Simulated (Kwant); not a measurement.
System: wire with an antidot in a Si two-dimensional gas. Effective mass 0.19 mₑ, grid spacing 8.3 nm, hard walls, nominal width 200 nm (25 grid rows, so walls 215.8 nm apart), one parabolic valley, scattering region 600 nm long along x; energies count from the band bottom; Fermi energy 0.00264 eV. Hard-wall hole of radius 55 nm, 0 nm off the axis. Perpendicular field swept from 0 to 0.52 T, also in the leads; orbital effect alone.

The device is made up for the run: typed textbook-type constants, with dimensions and the other settings drawn at random.

Kwant, effective-mass tight-binding model on a square grid, one spin, coherent transport at 0 K. Conductance is in e²/h.

Sweep values stay those of the base run.

The effective mass was swept, all else fixed.

| effective mass (mₑ) | G (e²/h) at B = 0.2562 T | G (e²/h) at B = 0.3844 T | G (e²/h) at B = 0.1281 T | mean G (e²/h) over the sweep |
|---|---|---|---|---|
| 0.11 | 1.99 | 1.98 | 2.00 | 1.98 |
| 0.15 | 2.30 | 2.27 | 2.30 | 2.28 |
| 0.19 | (withheld) | (withheld) | (withheld) | (withheld) |

Complete the blanks.


- 0.19, G (e²/h) at B = 0.2562 T: 3.91
- 0.19, G (e²/h) at B = 0.3844 T: 3.85
- 0.19, G (e²/h) at B = 0.1281 T: 3.95
- 0.19, mean G (e²/h) over the sweep: 3.89
